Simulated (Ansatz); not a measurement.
RhTe2 (P-3m1), Ansatz (a first-principles code) with PBEsol, DFPT electron-phonon coupling, linearised Boltzmann equation: phonon-limited resistivity 24.1 μΩ·cm at 300 K along x (a = (3.91, 0.00, 0.00) Å; b = (-1.96, 3.39, 0.00) Å; c = (0.00, 0.00, 5.28) Å), 32.5 μΩ·cm at 400 K, current-weighted mean free path 4.9 nm, Drude plasma energy 5.88 eV.

**Question.** Estimate the resistivity of a 80 nm square wire with diffuse walls from ρ ≈ ρ₀(1 + 3ℓ/4d).

**Answer.** 1 + 0.75 × 4.9/80 = 1.05, so ρ ≈ 25.2 μΩ·cm and a line 1 μm long has 39.4 Ω. The formula is the free-electron limit for d well above ℓ; grain boundaries add to it.

**Question.** What Drude relaxation time do resistivity and plasma energy imply?

**Answer.** ω_p = 8.93e15 s⁻¹, so τ = 1/(ε₀ ω_p² ρ) = 5.87 fs, a damping ħ/τ of 112 meV.

**Question.** Estimate the electronic thermal conductivity at 300 K by the Wiedemann-Franz law (L₀ = 2.44×10⁻⁸ W·Ω/K²).

**Answer.** L₀T/ρ = 2.44×10⁻⁸ × 300/(24.1×10⁻⁸) = 30.4 W/(m·K). Inelastic scattering puts the true Lorenz number somewhat under L₀ near and below the Debye temperature.

A metal at this level (no band gap). Only scattering by harmonic phonons is included (no impurities, grain boundaries, electron-electron scattering or thermal expansion). Spin-orbit coupling is left out. The run warned that the eigensolver left some states short of its tolerance. Halving the electron mesh (24x24x16) moves the resistivity by up to 8 % at 300 K, the mean free path by up to 3 %. Smearing 0.20 eV; phonons on a 4x4x3 q mesh, which this run doesn't test.

Formula and space group known from diffraction (Crystallography Open Database), not checked to be the room-temperature form: RhTe2 (P-3m1).
